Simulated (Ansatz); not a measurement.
The parent structure is Mg2Si (space group Fm-3m, No. 225).

Space group Fm-3m (No. 225); a = 6.3255 Å, b = 6.3255 Å, c = 6.3255 Å, α = 90.00°, β = 90.00°, γ = 90.00°

```json
[
 {"atom": "Si", "site": "4a", "symmetry": "m-3m", "x": "0.0000", "y": "0.0000", "z": "0.0000"},
 {"atom": "Mg", "site": "8c", "symmetry": "-43m", "x": "0.2500", "y": "0.2500", "z": "0.2500"}
]
```
(The calculation used a cell of 3 atoms; values per cell refer to that cell.)

Level of theory: PBEsol in Ansatz (plane waves to 420 eV, PAW, without spin-orbit coupling), earlier PAW set.

One change was made to it. Results:

The band gap becomes zero (base: 0.12 eV); the shortest interatomic distance shrinks by 0.209 Å (2.739 Å → 2.530 Å); the density drops by 0.36 g/cm³ to 1.65 g/cm³.

Problem. What was done to the base?
(A) Si → Al
(B) Si → H
(C) Mg → Ca

Solution. B, Si → H. For comparison, the shortest interatomic distance in the other runs: Si → Al gives 2.858 Å; Mg → Ca gives 3.071 Å.

Stability against distortions was not tested. As relaxed here, Mg2H and Mg2Al are hypothetical phases, not in the database extracts checked. For Ca2Si in this form, whether it has been made was not checked. All final runs are without spin polarisation. An odd electron count without spin: Mg2H and Mg2Al. A zero or small gap of Mg2Si can be the functional's error rather than a property of the material.

Ansatz is an electronic-structure program.
